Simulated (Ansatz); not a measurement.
## Competing hops of Os-vacancy pair in bcc W, neutral cell

System: Os-vacancy pair (Os on one host W site, one W site vacant) in bcc W (neutral cell). These are PBE, PAW (plane waves to 420 eV; Ansatz, a quantum-chemistry and plane-wave program) values and carry that method's errors.

Cell of 36 host sites held at the relaxed PBE lattice; a 2×2×3 k-point mesh shifted by half a step; Fermi-Dirac width 0.10 eV, spin-restricted; finite-size errors left in. No zero-point or tunnelling terms. Spin-orbit coupling is left out. Forms of the defect that were not tried may lie lower.

Barriers: single points on a 3×3×5 k-point mesh shifted by half a step at the bands' geometries (they differ from the bands' own by up to 0.16 eV, and are uncertain by about as much).

| Route | Start site over the lowest site run (eV) | Hop (Å) | Forward barrier (eV) | Backward barrier (eV) | Neighbours at the start | Neighbours at the saddle | Saddle order | Forward, on the band's own sampling (eV) |
|---|---|---|---|---|---|---|---|---|
| Os and the vacancy change places (Os-vacancy distance between ideal sites 2.76 Å throughout) | 0.00 | 2.76 | 1.53 | 1.53 | W at 2.73, 2 W at 2.74, 4 W at 2.76, 3 W at 3.15, 2 W at 3.18, W at 3.22 Å | 2 W at 2.67, 3 W at 2.68, W at 2.69, W at 3.32, 2 W at 3.33, W at 3.45 Å | not checked, on a symmetry element | 1.37 |

Paths come from nudged elastic bands with a climbing image.  A band can be held on a symmetry element, so unchecked saddle points there may be too high.
